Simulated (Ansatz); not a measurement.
The parent structure is GaSb in the zinc blende structure (space group F-43m, No. 216; a = 6.112 Å). Axes: x, y, z lie along the cube axes.

All numbers come from Ansatz (a program for electronic structure) PBEsol, without spin-orbit coupling, earlier PAW set.

Base values:

| Quantity | Value |
|---|---|
| Pressure | 0.0 GPa |
| Volume per atom | 28.54 Å³ |

Perturbation: compressive biaxial strain of 1.28 % in the plane normal to [001], as in epitaxy on a mismatched substrate; the out-of-plane cell vector and the atoms relax.

### Question
Estimate the effect on the pressure.

### Answer
The pressure (mean of the normal stresses, compression positive) goes from zero to 0.8 GPa.

### Question
Estimate the effect on the energy relative to the base.

### Answer
The energy goes up by 2.5 meV/atom.

### Question
Estimate the effect on the volume per atom.

### Answer
The volume per atom drops by 0.41 Å³ (28.54 Å³ → 28.13 Å³).

Stability against distortions was not tested. All final runs are without spin polarisation.
